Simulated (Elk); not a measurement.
Worked example: self-consistent single point of Ag (Im-3m, 1 atom in the cell) in Elk.

Method: LDA (PW92), all-electron FP-LAPW, Elk's shipped species files, LAPW+lo basis run with Elk 10.2.4.

```
Ag
1.0
   -1.66393     1.66393     1.66393
    1.66393    -1.66393     1.66393
    1.66393     1.66393    -1.66393
Ag
1
Direct
  0.00000   0.00000   0.00000
```

Reference input (self-consistent single point, DFT, LDA (PW92), all-electron FP-LAPW, Elk's shipped species files, default APW+lo basis): swidth = 0.00367493 Ha; ngridk = 12 12 12; rmtscf = 0.99; maxscl = 100. This run's input differs from it in these lines:

```diff
@@ -2,2 +2,5 @@
   0
+
+nxoapwlo
+  1
```

Log, with long lists cut:

```
│ Self-consistent loop started │
│ Loop number : 1 │
 total energy                :     -5307.73426403
│ Loop number : 2 │
 total energy                :     -5307.99450467
RMS change in Kohn-Sham potential (target) :   0.1717317278     (  0.1000000000E-05)
Absolute change in total energy (target)   :   0.2602406387     (  0.1000000000E-03)
│ Loop number : 3 │
 total energy                :     -5310.82969757
RMS change in Kohn-Sham potential (target) :   0.8853011449E-01 (  0.1000000000E-05)
Absolute change in total energy (target)   :    2.900253061     (  0.1000000000E-03)
│ Loop number : 4 │
   [... lines left out ...]
Absolute change in total energy (target)   :   0.4773485553E-03 (  0.1000000000E-03)
│ Loop number : 13 │
 total energy                :     -5312.41533434
RMS change in Kohn-Sham potential (target) :   0.1331785872E-06 (  0.1000000000E-05)
Absolute change in total energy (target)   :   0.1594162804E-03 (  0.1000000000E-03)
│ Loop number : 14 │
 total energy                :     -5312.41534012
RMS change in Kohn-Sham potential (target) :   0.2171874508E-07 (  0.1000000000E-05)
Absolute change in total energy (target)   :   0.4563038328E-04 (  0.1000000000E-03)
Convergence targets achieved

│ Loop number : 15 │

Energies :
 Fermi                       :     0.197873447267
 total energy                :     -5312.41534028

Density of states at Fermi energy :    14.34225695
 (states/Hartree/unit cell)

Estimated indirect band gap :   0.4991777015E-02
 from k-point     53 to k-point      7
Estimated direct band gap   :   0.9259920195E-01
 at k-point      7

Charges :
 core                        :    28.00000000
 valence                     :    19.00000000
 interstitial                :    1.164245171
 muffin-tins (core leakage)
  species :    1 (Ag)
   atom    1                 :    45.83575483     (  0.1649294035E-08)
 total in muffin-tins        :    45.83575483
 total calculated charge     :    47.00046580
 total charge                :    47.00000000
 error                       :   0.4657987402E-03

│ Self-consistent loop stopped │
```

The run converged in 15 iterations. The count includes the last loop, which Elk runs after its targets are met. Against the reference run the free energy rises by 404 meV/atom.

The starting cell comes from a database of computed structures (which also holds hypothetical and non-ambient phases and stackings), without a prior relaxation at this level. Its lattice was rescaled by up to half a per cent. Values depend on the basis (sphere radii, cutoffs, local orbitals), which need not be converged. The log's line on a gap gives a spacing of levels on this mesh, which the program prints for metals too.
